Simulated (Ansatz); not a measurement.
Take CdSe in the wurtzite structure (space group P6_3mc, No. 186; a = 4.383 Å, c = 7.154 Å) as the base.

It is then changed as follows: a hydrostatic pressure of 1.8 GPa.

Levels (all Ansatz, a program for electronic structure, PAW): PBE (420 eV, spin-orbit coupling left out); r2SCAN (500 eV, no SOC); HSE06 (420 eV, no SOC); PBE+SOC (420 eV, with spin-orbit coupling).

One geometry, relaxed with PBE, under each level:

The valence-band top lists the three highest levels at Γ (Kramers pairs under SOC), from the VBM.

```json
[
 {"level": "PBE", "band gap": "0.62 eV", "lowest conduction level above the VBM at special points": "Γ 0.62 eV; A 2.34 eV; L 2.93 eV; M 3.17 eV", "valence-band top at Γ": "0.00, 0.00, -0.05 eV", "electron mass": "–", "pressure": "1.80 GPa"},
 {"level": "r2SCAN", "band gap": "1.12 eV", "lowest conduction level above the VBM at special points": "Γ 1.12 eV; A 2.81 eV; L 3.34 eV; M 3.64 eV", "valence-band top at Γ": "–", "electron mass": "0.094 mₑ along c, 0.10 mₑ across (at Γ)", "pressure": "0.35 GPa"},
 {"level": "HSE06", "band gap": "(withheld)", "lowest conduction level above the VBM at special points": "(withheld)", "valence-band top at Γ": "–", "electron mass": "–", "pressure": "–"},
 {"level": "PBE+SOC", "band gap": "0.50 eV", "lowest conduction level above the VBM at special points": "Γ 0.50 eV; A 2.22 eV; L 2.80 eV; M 3.04 eV", "valence-band top at Γ": "0.00, -0.03, -0.38 eV", "electron mass": "–", "pressure": "1.76 GPa"}
]
```

Problem. Give the withheld HSE06 results.

Solution. 
- HSE06, band gap: 1.56 eV
- HSE06, lowest conduction level above the VBM at special points: Γ 1.56 eV; A 3.30 eV; L 3.85 eV

Single points use the geometry relaxed with PBE. Their cutoffs differ, which shifts pressures a little. The spin-orbit shifts are approximate. Load acts through the strain it causes; cell and atoms are relaxed under it. Effective masses come from finite differences of ±0.01 Å⁻¹. No phonon test of stability was made.
